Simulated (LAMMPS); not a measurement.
LAMMPS 22 Jul 2025, classical MD, EDIP (Si.edip): Si, 10648 atoms.

```yaml
task: MD, nve
potential: EDIP, Si.edip
copies_of_the_repeat_unit: 11×11×11
shape (slab and sphere leave vacuum in the box): bulk
steps: 2000
timestep: 1 fs
thermo: 50
newton: on (default)
atom_modify sort (bins of 2 Å where set): 1000 (default)
comm_style: brick (default)
box: 59.7 × 59.7 × 59.7 Å
start: generated diamond lattice, warmed in an untimed run
```

All runs start from one configuration, warmed at this fixed volume for 1000 steps under a thermostat at 600 K. The run at a skin of 2 Å has a mean temperature of 594 K and a mean pressure of 0.2 GPa.

Single runs; times are not shown.

With neigh_modify every 1 delay 0 check yes, skins of 0.1, 0.3, 0.5, 1, 1.5, 2, 3 Å were run. Further schedules:
- skin 1 Å, every 20 delay 0 check no
- skin 2 Å, every 100 delay 0 check no
- skin 2 Å, every 1 delay 10 check yes
- skin 0.3 Å, every 10 delay 0 check yes
- skin 0.3 Å, every 100 delay 0 check no
- skin 1 Å, every 100 delay 0 check no
- skin 2 Å, every 20 delay 0 check no

A schedule rebuilds too seldom if it shows a dangerous build, rebuilds less often than the check at every step does at that skin, or fails.

Q: Which schedules can miss pairs here, and how do rebuilds depend on the skin?

A: With the check at every step the rebuilds are 667 at 0.1 Å, 243 at 0.3 Å, 144 at 0.5 Å, 59 at 1 Å, 1 at 1.5 Å, 0 at 2 Å, 0 at 3 Å. Too seldom: skin 0.3 Å, every 10 delay 0 check yes; skin 0.3 Å, every 100 delay 0 check no; skin 1 Å, every 100 delay 0 check no.

```json
[
 {"setting": "skin 0.1 Å, every 1 delay 0 check yes", "rebuilds": "667", "dangerous builds": "—", "list entries an atom": "4.00", "change of the total energy (meV/atom)": "under 0.001"},
 {"setting": "skin 0.3 Å, every 1 delay 0 check yes", "rebuilds": "243", "dangerous builds": "—", "list entries an atom": "4.00", "change of the total energy (meV/atom)": "under 0.001"},
 {"setting": "skin 0.5 Å, every 1 delay 0 check yes", "rebuilds": "144", "dangerous builds": "—", "list entries an atom": "4.17", "change of the total energy (meV/atom)": "under 0.001"},
 {"setting": "skin 1 Å, every 1 delay 0 check yes", "rebuilds": "59", "dangerous builds": "—", "list entries an atom": "16.0", "change of the total energy (meV/atom)": "under 0.001"},
 {"setting": "skin 1.5 Å, every 1 delay 0 check yes", "rebuilds": "1", "dangerous builds": "—", "list entries an atom": "26.2", "change of the total energy (meV/atom)": "under 0.001"},
 {"setting": "skin 2 Å, every 1 delay 0 check yes", "rebuilds": "0", "dangerous builds": "—", "list entries an atom": "28.0", "change of the total energy (meV/atom)": "under 0.001"},
 {"setting": "skin 3 Å, every 1 delay 0 check yes", "rebuilds": "0", "dangerous builds": "—", "list entries an atom": "45.6", "change of the total energy (meV/atom)": "under 0.001"},
 {"setting": "skin 1 Å, every 20 delay 0 check no", "rebuilds": "100", "dangerous builds": "not counted", "list entries an atom": "16.0", "change of the total energy (meV/atom)": "under 0.001"},
 {"setting": "skin 2 Å, every 100 delay 0 check no", "rebuilds": "20", "dangerous builds": "not counted", "list entries an atom": "28.0", "change of the total energy (meV/atom)": "under 0.001"},
 {"setting": "skin 2 Å, every 1 delay 10 check yes", "rebuilds": "0", "dangerous builds": "0", "list entries an atom": "28.0", "change of the total energy (meV/atom)": "under 0.001"},
 {"setting": "skin 0.3 Å, every 10 delay 0 check yes", "rebuilds": "200", "dangerous builds": "200", "list entries an atom": "4.00", "change of the total energy (meV/atom)": "under 0.001"},
 {"setting": "skin 0.3 Å, every 100 delay 0 check no", "rebuilds": "20", "dangerous builds": "not counted", "list entries an atom": "4.00", "change of the total energy (meV/atom)": "under 0.001"},
 {"setting": "skin 1 Å, every 100 delay 0 check no", "rebuilds": "20", "dangerous builds": "not counted", "list entries an atom": "16.0", "change of the total energy (meV/atom)": "under 0.001"},
 {"setting": "skin 2 Å, every 20 delay 0 check no", "rebuilds": "100", "dangerous builds": "not counted", "list entries an atom": "28.0", "change of the total energy (meV/atom)": "under 0.001"}
]
```

Where the energy changes as in the checked runs, the late rebuilds cost nothing that shows in this run. List entries are as LAMMPS prints them (Ave neighs/atom).
